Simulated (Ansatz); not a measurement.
BaTiO3: response to strain

Take BaTiO3 in the cubic perovskite structure (space group Pm-3m, No. 221; a = 4.0195 Å) as the base.

Strains are applied to the cell and any free atomic positions relax.

The values are results of plane-wave PAW DFT at the PBE level (Ansatz, an electronic-structure program, 420 eV), scalar-relativistic without spin-orbit coupling, earlier PAW set, not measurements.

```
isotropic strain (%)  band gap (eV)
--------------------  -------------
-1.78                          1.90
0                              1.79
3.45                              ?
4.28                           1.51
```

### Question
Fit E_g = E₀ + Dε (ε in %) to the rows shown and predict the withheld row.

### Answer
Least squares on the printed values gives E₀ = 1.79 eV, D = -64.6 meV per % of strain (largest residual 0.00 eV); this predicts 1.56 eV, and the run gives 1.57 eV, in agreement.

Whether these cells are dynamically stable was not tested. The final runs are not spin-polarised. Many cubic perovskites are stable only at high temperature; tilts and polar distortions were not tested. This is not the structure that BaTiO3 has at room temperature and ambient pressure.
